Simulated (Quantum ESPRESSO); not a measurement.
Quantum ESPRESSO 7.5, DFT, PBE, plane waves, SSSP 1.1.2 efficiency PBE: bcc Li, atoms displaced (Li10), 10 atoms. Basis and mesh were picked for this test and aren't claimed converged.

```
Item                                                    Result
----------------------------  --------------------------------
cell                          3.51, 3.51, 17.55 Å; 90, 90, 90°
distance to the nearest atom                    2.87 to 2.99 Å
task                                                       scf
k mesh                                                   5×5×1
ecutwfc                                                  45 Ry
ecutrho                                                 360 Ry
occupations                                           smearing
smearing                                                    mv
degauss                                                0.02 Ry
conv_thr                                              1e-08 Ry
tprnfor                                                   true
tstress                                                  false
k-point pools (-nk)                                          8
diagonalization                                david (default)
k-points computed                                           13
bands                                                       19
electrons                                                   30
G-vectors of the density                                168289
FFT grid                                             45×45×216
```

One run each.

All on 8 ranks. Base settings, kept where nothing else is said: mixing_mode = plain (default), mixing_beta = 0.7 (default), mixing_ndim = 8 (default). The settings tried:
- mixing_mode = local-TF
- mixing_mode = local-TF, mixing_beta = 0.2
- mixing_ndim = 4
- mixing_beta = 1
- mixing_mode = TF, mixing_beta = 0.4
- mixing_mode = TF, mixing_beta = 0.2
- the base settings
- mixing_beta = 0.1
- mixing_beta = 0.4
- mixing_mode = local-TF, mixing_beta = 0.1
- mixing_mode = local-TF, mixing_beta = 0.4
- mixing_mode = TF, mixing_beta = 0.1
- mixing_mode = TF
- mixing_beta = 0.2
- mixing_ndim = 16
- mixing_ndim = 2
- mixing_mode = TF, mixing_beta = 1

Which settings need the fewest SCF iterations, which the most, and do any fail to converge?

Fewest SCF iterations, with those close behind: mixing_mode = local-TF (10); mixing_mode = TF (11); mixing_mode = TF, mixing_beta = 1 (12). Most among those that reach the base run's result: mixing_mode = TF, mixing_beta = 0.2 (27); mixing_mode = local-TF, mixing_beta = 0.1 (24); mixing_mode = TF, mixing_beta = 0.1 (24). No convergence: mixing_ndim = 2 (not converged after the 100 iterations allowed).

| setting | SCF iterations | end |
|---|---|---|
| mixing_mode = local-TF | 10 | converged |
| mixing_mode = TF | 11 | converged |
| mixing_mode = TF, mixing_beta = 1 | 12 | converged |
| mixing_mode = local-TF, mixing_beta = 0.4 | 15 | converged |
| the base settings | 16 | converged |
| mixing_mode = TF, mixing_beta = 0.4 | 16 | converged |
| mixing_beta = 1 | 17 | converged |
| mixing_ndim = 16 | 17 | converged |
| mixing_beta = 0.2 | 20 | converged |
| mixing_beta = 0.4 | 20 | converged |
| mixing_ndim = 4 | 20 | converged |
| mixing_beta = 0.1 | 23 | converged |
| mixing_mode = local-TF, mixing_beta = 0.2 | 23 | converged |
| mixing_mode = TF, mixing_beta = 0.1 | 24 | converged |
| mixing_mode = local-TF, mixing_beta = 0.1 | 24 | converged |
| mixing_mode = TF, mixing_beta = 0.2 | 27 | converged |
| mixing_ndim = 2 | 100 | not converged |
